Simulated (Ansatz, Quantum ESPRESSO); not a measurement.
**BaAlSiH (P3m1, 4 atoms in the cell) computed with different codes at matched settings**

Self-consistent single point, at a second geometry (lattice scaled by 0.98). First geometry:

```yaml
crystal:
  lattice:
    - [4.30909, 0.00000, 0.00000]
    - [-2.15455, 3.73178, 0.00000]
    - [0.00000, 0.00000, 5.23203]
  atoms:
    - { symbol: Ba, position: [0.00000, 0.00000, 0.00044] }
    - { symbol: Al, position: [0.66667, 0.33333, 0.46525] }
    - { symbol: Si, position: [0.33333, 0.66667, 0.54231] }
    - { symbol: H, position: [0.66667, 0.33333, 0.13491] }
```

Shared settings, as Ansatz (a first-principles code) writes them: kpoints.mp_grid.grid = 6 6 5; scf.occupations.method = fixed. Potentials and cutoffs stand in the table.

```json
[
 {"code": "Quantum ESPRESSO", "model": "LDA (PZ), GBRV 1.5 ultrasoft (LDA) pseudopotentials", "ΔF from the first geometry (meV/atom)": "-7.0", "pressure (GPa)": "0.88", "largest force (eV/Å)": "0.283", "gap on the mesh (eV)": "0.806", "cutoff": "40 Ry"},
 {"code": "Ansatz", "model": "LDA (PW92), PAW files made with PBE", "ΔF from the first geometry (meV/atom)": "-8.3", "pressure (GPa)": "0.70", "largest force (eV/Å)": "0.290", "gap on the mesh (eV)": "0.823", "cutoff": "30.9 Ry"}
]
```

Size of the force on each atom (eV/Å): Sizes of forces hide their directions.

| code | Ba1 | Al2 | Si3 | H4 |
|---|---|---|---|---|
| Quantum ESPRESSO | 0.027 | 0.229 | 0.028 | 0.283 |
| Ansatz | 0.036 | 0.218 | 0.037 | 0.290 |

Gaps are read on the mesh.

The spread over the programs that give each value: ΔF from the first geometry within 1.3 meV/atom; pressure within 0.18 GPa; largest force within 0.007 eV/Å; gap on the mesh within 0.017 eV.

Ansatz's pressure is given at a fixed set of plane waves, as the other plane-wave codes print theirs; with its correction for the finite basis it is 0.73 GPa. The same LDA comes in different parametrisations, which differ slightly.

The starting cell comes from a database of computed structures (which also holds hypothetical and non-ambient phases and stackings), without a prior relaxation at this level. Its lattice was rescaled by a random factor within 2.5 % of one. For this run, on top of that: lattice scaled by 0.98.

Keys are those of Ansatz 0.2.
